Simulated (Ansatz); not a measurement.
## Response to strain in Ga2O3

Consider Ga2O3 in the corundum structure (space group R-3c, No. 167).

```
CELL_PARAMETERS angstrom
      2.47497     1.42892     4.43525
     -2.47497     1.42892     4.43525
      0.00000    -2.85785     4.43525
ATOMIC_POSITIONS crystal
  Ga 0.64424 0.64424 0.64424
  Ga 0.14424 0.14424 0.14424
  Ga 0.35576 0.35576 0.35576
  Ga 0.85576 0.85576 0.85576
  O  0.75000 0.44721 0.05279
  O  0.05279 0.75000 0.44721
  O  0.25000 0.55279 0.94721
  O  0.55279 0.94721 0.25000
  O  0.94721 0.25000 0.55279
  O  0.44721 0.05279 0.75000
```

Cartesian axes are those of the cell as printed.

Strains are applied to the cell and any free atomic positions relax; under biaxial strain the out-of-plane vector relaxes too.

Level of theory: LDA (Ansatz, an electronic-structure program; PAW; 420 eV plane waves; spin-orbit coupling left out).

Candidates:
(a) biaxial strain −2.25 %, plane normal [001], relaxed out of plane
(b) biaxial strain −3.00 %, plane normal [001], relaxed out of plane
(c) biaxial strain −0.75 %, plane normal [001], relaxed out of plane
(d) biaxial strain −1.50 %, plane normal [001], relaxed out of plane

Question: Order them by out-of-plane strain, lowest first.

Answer: (c) biaxial strain −0.75 %, plane normal [001], relaxed out of plane (+0.59 %), (d) biaxial strain −1.50 %, plane normal [001], relaxed out of plane (+1.20 %), (a) biaxial strain −2.25 %, plane normal [001], relaxed out of plane (+1.82 %), (b) biaxial strain −3.00 %, plane normal [001], relaxed out of plane (+2.45 %)

Whether these cells are dynamically stable was not tested.
